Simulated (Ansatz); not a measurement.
Density of states of SrCd₂P₂ (P-3m1) above the conduction band minimum, PBEsol, rigid bands (Ansatz, a quantum-chemistry and plane-wave program); cell volume 115.5 Å³.

| energy from edge (eV) | 10⁻³ states/eV/cell |
|---|---|
| 0.006 | 1.74 |
| 0.031 | 4.58 |
| 0.056 | 7.19 |
| 0.081 | 10.5 |
| 0.106 | 16.9 |
| 0.131 | 60.6 |
| 0.156 | 79.0 |
| 0.181 | 83.0 |
| 0.206 | 102 |
| 0.231 | 114 |
| 0.256 | 125 |
| 0.281 | 135 |
| 0.319 | 150 |
| 0.344 | 160 |
| 0.369 | 171 |
| 0.394 | 336 |
| 0.419 | 444 |
| 0.444 | 535 |
| 0.469 | 628 |
| 0.494 | 724 |
| 0.519 | 833 |
| 0.544 | 953 |
| 0.569 | 1110 |
| 0.594 | 1420 |

Q: What effective density of states at 300 K does this give (∫ g(E) exp(−E/k_BT) dE, both spins, divided by the cell's size)?

A: 1.0e18 cm⁻³, a density-of-states mass of 0.117 mₑ, valleys and band degeneracy included.

Spin-orbit coupling is left out. Geometry: cell and atoms relaxed with PBEsol.

Computed structure with no diffraction record at hand here (it may be known, metastable or hypothetical): SrCd2P2 (P-3m1).
